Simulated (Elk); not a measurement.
# Worked example: self-consistent single point of CdO (Fm-3m, 2 atoms in the cell) in Elk

Method of the run: PBE, all-electron FP-LAPW, Elk's shipped species files, LAPW+lo basis run with Elk.

Input:

```
tasks
  0

xctype
  20

rgkmax
  7.5

gmaxvr
  14.0

nxoapwlo
  1

swidth
  0.000734986

maxscl
  100

avec
    0.0000000000    4.4408563929    4.4408563929
    4.4408563929    0.0000000000    4.4408563929
    4.4408563929    4.4408563929    0.0000000000

sppath
  'species/'

atoms
  2
  'Cd.in'
  1
  0.0000000000  0.0000000000  0.0000000000    0.0 0.0 0.0
  'O.in'
  1
  0.5000000000  0.5000000000  0.5000000000    0.0 0.0 0.0

ngridk
  8 8 8
```

The program printed (abridged):

```
│ Elk code version 10.2.4 │

All units are atomic (Hartree, Bohr, etc.)

│ Ground-state run starting from atomic densities │

Lattice vectors :
   0.000000000       4.440856393       4.440856393
   4.440856393       0.000000000       4.440856393
   4.440856393       4.440856393       0.000000000

Unit cell volume      :    175.1580831
Brillouin zone volume :    1.416150537

Muffin-tin inner radius fraction :   0.1000000000E-01

Nuclei treated as point charges

Species :    1 (Cd)
 parameters loaded from : Cd.in
 name : cadmium
 nuclear charge    :   -48.00000000
 electronic charge :    48.00000000
 atomic mass :    204912.7175
 muffin-tin radius :    2.594596959
 number of radial points in muffin-tin :    597
 atomic positions (lattice), magnetic fields (Cartesian) :
   1 :   0.00000000  0.00000000  0.00000000    0.00000000  0.00000000  0.00000000

Species :    2 (O)
 parameters loaded from : O.in
 name : oxygen
 nuclear charge    :   -8.000000000
 electronic charge :    8.000000000
 atomic mass :    29165.12202
 muffin-tin radius :    1.796259433
 number of radial points in muffin-tin :    297
 atomic positions (lattice), magnetic fields (Cartesian) :
   1 :   0.50000000  0.50000000  0.50000000    0.00000000  0.00000000  0.00000000

Total number of atoms per unit cell :    2

Spin treatment :
 spin-unpolarised

Number of Bravais lattice symmetries :   48
Number of crystal symmetries         :   48
Crystal has inversion symmetry
Real symmetric eigensolver will be used

k-point grid :      8     8     8
k-point offset :    0.000000000       0.000000000       0.000000000
k-point set is reduced with full crystal symmetry group
Total number of k-points :       29

Muffin-tin radius times maximum |G+k| :    7.500000000
 using average radius
Maximum |G+k| for APW functions       :    3.416190068
Maximum (1/2)|G+k|²                   :    5.835177291
Maximum |G| for potential and density :    14.00000000
 potential will be trimmed for |G| > 2 gkmax
Constant for pseudocharge density :    9
Radial integration step length :    4

G-vector grid sizes :     28    28    28
Number of G-vectors :     7991

Maximum angular momentum used for
 APW functions                      :    8
 outer part of muffin-tin           :    6
 inner part of muffin-tin           :    1

Total nuclear charge    :   -56.00000000
Total core charge       :    32.00000000
Total valence charge    :    24.00000000
Total excess charge     :    0.000000000
Total electronic charge :    56.00000000

Effective Wigner radius, rₛ :   0.9072309321

Number of empty states         :    8
Total number of valence states :   20
Total number of core states    :   32

Total number of local-orbitals :   22

Exchange-correlation functional :     20     0     0
 Perdew-Burke-Ernzerhof, Phys. Rev. Lett. 77, 3865 (1996)
 gradient requirement :    1
 generalised gradient approximation (GGA)

Smearing type :    3
 Fermi-Dirac
Smearing width :   0.7349860000E-03
Effective electronic temperature (K) :    232.0902224

Mixing type :    3
 Broyden mixing, J. Phys. A: Math. Gen. 17, L317 (1984)

Kohn-Sham potential initialised from atomic data

│ Self-consistent loop started │
│ Loop number : 1 │
 total energy                :     -5675.93712205
│ Loop number : 2 │
 total energy                :     -5676.00980465
RMS change in Kohn-Sham potential (target) :    1.291217105     (  0.1000000000E-05)
Absolute change in total energy (target)   :   0.7268259768E-01 (  0.1000000000E-03)
│ Loop number : 3 │
 total energy                :     -5675.76179056
RMS change in Kohn-Sham potential (target) :    1.264741866     (  0.1000000000E-05)
Absolute change in total energy (target)   :   0.2298434466     (  0.1000000000E-03)
│ Loop number : 4 │
 total energy                :     -5673.28432153
RMS change in Kohn-Sham potential (target) :   0.5779006564     (  0.1000000000E-05)
Absolute change in total energy (target)   :    2.534929888     (  0.1000000000E-03)
│ Loop number : 5 │
 total energy                :     -5671.92666444
RMS change in Kohn-Sham potential (target) :   0.1935408442     (  0.1000000000E-05)
Absolute change in total energy (target)   :    1.991389560     (  0.1000000000E-03)
│ Loop number : 6 │
 total energy                :     -5671.48838599
RMS change in Kohn-Sham potential (target) :   0.6137261102E-01 (  0.1000000000E-05)
Absolute change in total energy (target)   :   0.9361258443     (  0.1000000000E-03)
│ Loop number : 7 │
 total energy                :     -5671.36347978
RMS change in Kohn-Sham potential (target) :   0.1074697799E-01 (  0.1000000000E-05)
Absolute change in total energy (target)   :   0.3589376669     (  0.1000000000E-03)
│ Loop number : 8 │
 total energy                :     -5671.39688230
RMS change in Kohn-Sham potential (target) :   0.1311605043E-02 (  0.1000000000E-05)
Absolute change in total energy (target)   :   0.5633190102E-01 (  0.1000000000E-03)
│ Loop number : 9 │
 total energy                :     -5671.40518018
RMS change in Kohn-Sham potential (target) :   0.1467415474E-02 (  0.1000000000E-05)
Absolute change in total energy (target)   :   0.5785095833E-02 (  0.1000000000E-03)
│ Loop number : 10 │
 total energy                :     -5671.39591071
RMS change in Kohn-Sham potential (target) :   0.5255960351E-03 (  0.1000000000E-05)
Absolute change in total energy (target)   :   0.1071573853E-01 (  0.1000000000E-03)
│ Loop number : 11 │
 total energy                :     -5671.39229071
RMS change in Kohn-Sham potential (target) :   0.2437592314E-03 (  0.1000000000E-05)
Absolute change in total energy (target)   :   0.6298932605E-02 (  0.1000000000E-03)
│ Loop number : 12 │
 total energy                :     -5671.38954815
RMS change in Kohn-Sham potential (target) :   0.1074950588E-04 (  0.1000000000E-05)
Absolute change in total energy (target)   :   0.4317297140E-02 (  0.1000000000E-03)
│ Loop number : 13 │
 total energy                :     -5671.38937983
RMS change in Kohn-Sham potential (target) :   0.3233006295E-05 (  0.1000000000E-05)
Absolute change in total energy (target)   :   0.1247646419E-02 (  0.1000000000E-03)
│ Loop number : 14 │
 total energy                :     -5671.38932826
RMS change in Kohn-Sham potential (target) :   0.1190463584E-05 (  0.1000000000E-05)
Absolute change in total energy (target)   :   0.3634796767E-03 (  0.1000000000E-03)
│ Loop number : 15 │
 total energy                :     -5671.38929509
RMS change in Kohn-Sham potential (target) :   0.3881760975E-06 (  0.1000000000E-05)
Absolute change in total energy (target)   :   0.1240408628E-03 (  0.1000000000E-03)
│ Loop number : 16 │
 total energy                :     -5671.38928071
RMS change in Kohn-Sham potential (target) :   0.5540855429E-07 (  0.1000000000E-05)
Absolute change in total energy (target)   :   0.4538850499E-04 (  0.1000000000E-03)
Convergence targets achieved

│ Loop number : 17 │

Energies :
 Fermi                       :     0.188034407593
 sum of eigenvalues          :     -3394.35908868
 electron kinetic            :      5941.99255596
 core electron kinetic       :      5739.75645585
 Coulomb                     :     -11449.9347305
 Coulomb potential           :     -9123.35123123
 nuclear-nuclear             :     -531.470678915
 electron-nuclear            :     -12713.5768720
 Hartree                     :      1795.11282040
 Madelung                    :     -6888.25911493
 xc potential                :     -213.000413407
 exchange                    :     -160.617389708
 correlation                 :     -2.82970505014
 electron entropic           :    -0.104808106968E-04
 total energy                :     -5671.38927982

Density of states at Fermi energy :    4.834854996
 (states/Hartree/unit cell)

Estimated indirect band gap :   0.3501201718E-01
 from k-point      5 to k-point      2
Estimated direct band gap   :   0.7789606201E-01
 at k-point      2

Charges :
 core                        :    32.00000000
 valence                     :    24.00000000
 interstitial                :    1.789892862
 muffin-tins (core leakage)
  species :    1 (Cd)
   atom    1                 :    46.60765214     (  0.2587654387E-03)
  species :    2 (O)
   atom    1                 :    7.602455000     (  0.8803890061E-08)
 total in muffin-tins        :    54.21010714
 total calculated charge     :    56.00900722
 total charge                :    56.00000000
 error                       :   0.9007218726E-02

│ Self-consistent loop stopped │
```

The run converged in 17 iterations. The count includes the last loop, which Elk runs after its targets are met.

The starting cell has typed, rounded lattice constants, without a prior relaxation at this level. Values depend on the basis (sphere radii, cutoffs, local orbitals), which need not be converged. The run gives no clean gap (levels at the Fermi energy touch, overlap or are partly filled at this smearing), which alone does not show that the compound is a metal. The log's line on a gap gives a spacing of levels on this mesh, which the program prints for metals too.
